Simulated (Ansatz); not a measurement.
Reference: KBr (Fm-3m), PBEsol with spin-orbit coupling, rigid bands (plane waves, PAW; Ansatz, a first-principles code); geometry: cell and atoms relaxed with PBEsol.

KBr has the cubic space group Fm-3m (No. 225), the rock salt structure, Pearson symbol cF8. Conventional cell: a = b = c = 6.550 Å, α = β = γ = 90.00°. K on 4a is surrounded by 6 Br at 3.275 Å (octahedral). Br on 4b sees 6 K at 3.275 Å (octahedral). (Neighbours: up to the widest gap in distance over summed covalent radii, below 1.35, at either atom; cation-cation and far metal-metal contacts left out.)
(The calculation used a cell of 2 atoms; values per cell refer to that cell.)

The band gap is 4.18 eV, the electron conductivity mass is 0.38 mₑ and the hole conductivity mass is 2.5 mₑ. The Seebeck coefficient, n-type 1e19 cm⁻³ is -180 μV/K.

**Question.** Replace K by Rb on the same sites and relax. What happens?

**Answer.** RbBr (Fm-3m): volume per atom 35.1 to 40.1 Å³; band gap stays about the same (4.18 eV to 4.06 eV); electron conductivity mass stays about the same (0.38 mₑ to 0.37 mₑ); hole conductivity mass stays about the same (2.5 mₑ to 2.6 mₑ); Seebeck coefficient, n-type 1e19 cm⁻³ stays about the same (-180 μV/K to -178 μV/K).

**Question.** Replace Br by I on the same sites and relax. What happens?

**Answer.** KI (Fm-3m): volume per atom 35.1 to 43.0 Å³; band gap falls (4.18 eV to 3.55 eV); electron conductivity mass falls (0.38 mₑ to 0.33 mₑ); hole conductivity mass falls (2.5 mₑ to 1.83 mₑ); Seebeck coefficient, n-type 1e19 cm⁻³ falls in size (-180 μV/K to -164 μV/K).

**Question.** Swap K for Ag, keeping the structure type. How do these values move?

**Answer.** AgBr (Fm-3m): volume per atom 35.1 to 22.8 Å³; band gap falls (4.18 eV to 0.42 eV); electron conductivity mass falls (0.38 mₑ to 0.187 mₑ); hole conductivity mass falls (2.5 mₑ to 0.64 mₑ); Seebeck coefficient, n-type 1e19 cm⁻³ falls in size (-180 μV/K to -109 μV/K).

Moves up to 5 % count as about the same. Masses are for dilute carriers at 300 K, harmonic means over directions unless an axis is named. Seebeck coefficients are for the stated density at 300 K, with one relaxation time for all states and whether or not that doping can be reached.

Formula and space group known from diffraction (Crystallography Open Database), not checked to be the room-temperature form: RbBr (Fm-3m).
